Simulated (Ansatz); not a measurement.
# Response to strain in Au

Consider Au in the fcc (Cu type) structure (space group Fm-3m, No. 225; a = 4.083 Å). Axes: x, y, z lie along the cube axes.

Strains are applied to the cell and any free atomic positions relax; under biaxial strain the out-of-plane vector relaxes too; under stress the whole cell relaxes.

Method: PBEsol, PAW, 420 eV (Ansatz, a program for electronic structure; without spin-orbit coupling).

Notes on the quantities. energy relative to the base: free energy F; pressure: mean of the normal stresses, compression positive.

```tsv
variant	energy relative to the base	volume per atom	pressure	space group
base	0 meV/atom	17.02 Å³	0.0 GPa	Fm-3m (No. 225)
biaxial strain +0.31 %, plane normal [111], relaxed out of plane	+0.2 meV/atom	[?]	[?]	R-3m (No. 166)
uniaxial strain ε_xx = −0.57 %	+0.3 meV/atom	16.93 Å³	1.0 GPa	I4/mmm (No. 139)
uniaxial strain ε_zz = +0.55 %	+0.3 meV/atom	17.12 Å³	-0.9 GPa	I4/mmm (No. 139)
tensor shear ε_xz = −0.94 %	+0.7 meV/atom	17.02 Å³	0.0 GPa	Immm (No. 71)
uniaxial stress, 8 GPa tension along z	+40 meV/atom	17.47 Å³	–	I4/mmm (No. 139)
```

### Question
Some entries are withheld; estimate them.

### Answer

- biaxial strain +0.31 %, plane normal [111], relaxed out of plane, volume per atom: 17.06 Å³
- biaxial strain +0.31 %, plane normal [111], relaxed out of plane, pressure: -0.4 GPa

Without a gap, meshes like the base's 20×20×20 leave anisotropic stresses uncertain by several tenths of a GPa, and small strain energies with them. Stability under load was not tested beyond the relaxation.
